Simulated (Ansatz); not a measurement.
The starting structures come from a database of crystals and need not be the phases stable at ambient conditions.

**Evanescent states of WS2 (R3m, 3 atoms a cell, 17.4 Å³ an atom, 2 GPa at this level) along the normal of (001)**

Calculation: r2SCAN (plane waves, PAW; Ansatz, an electronic-structure program).

No gap correction and no spin-orbit coupling; mid-gap is the computed energy nearest the middle.

Energies count from the valence-band top; κ is the least over a 12×12 mesh across the current.

```csv
E (eV),κ (1/Å),where
0.04,0.085,Γ
0.10,0.148,Γ
0.17,0.192,Γ
0.24,0.229,Γ
0.32,0.234,off Γ
0.39,0.227,off Γ
0.46,0.218,off Γ
0.53,0.208,off Γ
0.59,0.196,off Γ
0.67,0.183,off Γ
0.73,0.167,off Γ
0.81,0.149,off Γ
0.88,0.125,off Γ
0.94,0.093,off Γ
1.01,0.034,off Γ
```

### Question
How thick must the barrier be to attenuate the transmission by 10^6 when the electrodes' Fermi level lies at 0.73 eV, and what attenuation does that film give at 0.17 eV?

### Answer
d = 6 ln 10 / (2 × 0.167) = 41.4 Å. At 0.17 eV it gives 6 × 0.192/0.167 = 6.9 decades.
